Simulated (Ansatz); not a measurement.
## MoS2 under a change: pressure −1 GPa

The reference is MoS2 in the 3R-MoS2 type structure (space group R3m, No. 160; a = 3.1156 Å, c = 17.3564 Å (hexagonal axes); layered, stacked along the Cartesian z axis).

Modification: hydrostatic tension (pressure −1 GPa).

All numbers come from PBEsol-D3(BJ)/PAW in Ansatz (an electronic-structure program), without spin-orbit coupling. k-mesh 12×12×12 (Γ-centred); smearing 0.05 eV (Fermi–Dirac).

```json
[
 {"quantity": "volume per atom", "base": "16.21 Å³", "changed": "16.48 Å³", "shift": "+0.27 Å³"},
 {"quantity": "density", "base": "5.47 g/cm³", "changed": "5.38 g/cm³", "shift": "-0.09 g/cm³"},
 {"quantity": "lattice parameter a", "base": "3.116 Å", "changed": "3.123 Å", "shift": "+0.007 Å"},
 {"quantity": "c/a ratio", "base": "5.571", "changed": "5.622", "shift": "+0.051"},
 {"quantity": "shortest interatomic distance", "base": "2.380 Å", "changed": "2.383 Å", "shift": "+0.003 Å"},
 {"quantity": "enthalpy H = E + PV relative to the base's energy", "base": "–", "changed": "-0.10 eV/atom", "shift": "–"},
 {"quantity": "band gap", "base": "0.50 eV", "changed": "0.58 eV", "shift": "+0.08 eV"},
 {"quantity": "gap character", "base": "indirect, T → Γ–S₀ (56 % along)", "changed": "indirect, T → Γ–S₀ (56 % along)", "shift": "–"},
 {"quantity": "mean gap deformation potential ΔEg/Δln V", "base": "–", "changed": "+4.6 eV", "shift": "–"},
 {"quantity": "hole mass", "base": "1.1 mₑ along k, 0.46 mₑ across (at T)", "changed": "1.1 mₑ along k, 0.51 mₑ across (at T)", "shift": "–"}
]
```

Final structure:

```
MoS2
1.0
    1.56155     0.90156     5.85277
   -1.56155     0.90156     5.85277
    0.00000    -1.80312     5.85277
Mo S
1 2
Direct
  0.00003   0.00003   0.00003
  0.75543   0.75543   0.75543
  0.57784   0.57784   0.57784
```

Cost of the whole job for the changed cell (relaxation, final SCF and bands): around 50 core-seconds (rough).

Load acts through the strain it causes; cell and atoms are relaxed under it. Effective masses come from finite differences of ±0.01 Å⁻¹. Along k means along the line from Γ to the band edge. Stability against distortions was not tested.
